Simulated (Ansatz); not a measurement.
Consider CdI₂ in the CdI2 type structure (space group P-3m1, No. 164; a = 4.242 Å, c = 6.822 Å; layered, stacked along the Cartesian z axis). Axes: x lies along a and z along c of the hexagonal cell.

Method: PBE-D3(BJ) (Ansatz, a quantum-chemistry and plane-wave program, PAW, spin-orbit coupling left out).

For the base:

| Quantity | Value |
|---|---|
| Smallest direct gap | 2.57 eV |
| Pressure | 0.00 GPa |

One thing is altered: the cell is stretched by 2.50 % along z with no lateral relaxation, atoms relaxed at fixed cell.

Estimate the effect on the smallest direct gap and pressure.

The smallest direct gap stays 2.57 eV; the pressure (mean of the normal stresses, compression positive) goes from zero to -0.26 GPa.

With I present, leaving out spin-orbit coupling can change the band edges. The cells carry an imposed strain or load. Stability against distortions was not tested.
